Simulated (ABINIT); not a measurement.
Band structure of SnSb (Fm-3m, 2 atoms in the cell).

```
SnSb
1.0
    0.00000     3.06931     3.06931
    3.06931     0.00000     3.06931
    3.06931     3.06931     0.00000
Sn Sb
1 1
Direct
  0.50000   0.50000   0.50000
  0.00000   0.00000   0.00000
```

Method of the run: PBEsol, norm-conserving pseudopotentials (PseudoDojo nc-sr-04 PBEsol standard) (plane waves; ABINIT).

Settings: pseudos = [Sn.upf, Sb.upf]; ecut = 1088 eV; occopt = 3; tsmear = 0.00367493 Ha; ngkpt = 12 12 12; nshiftk = 1; shiftk = 0 0 0; potentials = PseudoDojo nc-sr-04 PBEsol standard; kptopt = 1; nstep = 80; toldfe1 = 1e-09 Ha; ndtset = 2; getden2 = 1.

The starting cell comes from a database of computed structures (which also holds hypothetical and non-ambient phases and stackings), without a prior relaxation at this level. Spin-orbit coupling is off.

Levels in eV from the Fermi level, bands 12 to 19:
| point | 12 | 13 | 14 | 15 | 16 | 17 | 18 | 19 |
|---|---|---|---|---|---|---|---|---|
| Γ | -2.49 | -0.78 | -0.78 | -0.78 | 4.53 | 4.53 | 4.53 | 5.42 |
| X | -5.57 | -5.13 | -2.88 | -2.88 | 2.50 | 6.76 | 6.76 | 9.00 |
| W | -6.99 | -4.25 | -4.25 | 0.96 | 1.73 | 5.64 | 5.64 | 7.79 |
| K | -7.01 | -4.67 | -2.29 | -1.70 | 4.36 | 4.50 | 5.25 | 7.77 |
| L | -8.07 | -0.17 | -0.17 | 0.90 | 0.90 | 1.20 | 1.55 | 9.29 |
| U | -7.01 | -4.67 | -2.29 | -1.70 | 4.36 | 4.50 | 5.25 | 7.77 |

Bands cross the Fermi level along this path, so the cell is metallic at this level.
